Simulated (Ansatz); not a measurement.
# AlAs (F-43m): band-edge transport data

Here is the system:

```yaml
crystal:
  lattice:
    - [0.00000, 2.83740, 2.83740]
    - [2.83740, 0.00000, 2.83740]
    - [2.83740, 2.83740, 0.00000]
  atoms:
    - { symbol: Al, position: [0.00000, 0.00000, 0.00000] }
    - { symbol: As, position: [0.75000, 0.75000, 0.75000] }
```

Method: PBEsol with spin-orbit coupling, rigid bands (plane waves, PAW; Ansatz, a quantum-chemistry and plane-wave program). Cell: cell and atoms relaxed with PBEsol.

band gap: 1.25 eV
electron conductivity mass (300 K, dilute): 0.33 mₑ
hole conductivity mass (300 K, dilute): 0.59 mₑ
effective density of states N_c (300 K): 1.7e19 cm⁻³
effective density of states N_v (300 K): 2.5e19 cm⁻³
density-of-states mass, electrons: 0.78 mₑ
density-of-states mass, holes: 0.99 mₑ
Seebeck coefficient, n-type 1e19 cm⁻³, 300 K: -263 μV/K
best n-type power factor at 300 K for τ = 10 fs (best axis; densities from 1e16 to 1e21 cm⁻³ tried, whether or not they can be reached): 8.0 μW/(cm·K²) at 1e20 cm⁻³
Seebeck coefficient, p-type 1e19 cm⁻³, 300 K: 303 μV/K

Rigid bands; masses and Seebeck coefficients take one relaxation time τ for all states and one kind of carrier; polarons and phonon drag are left out.
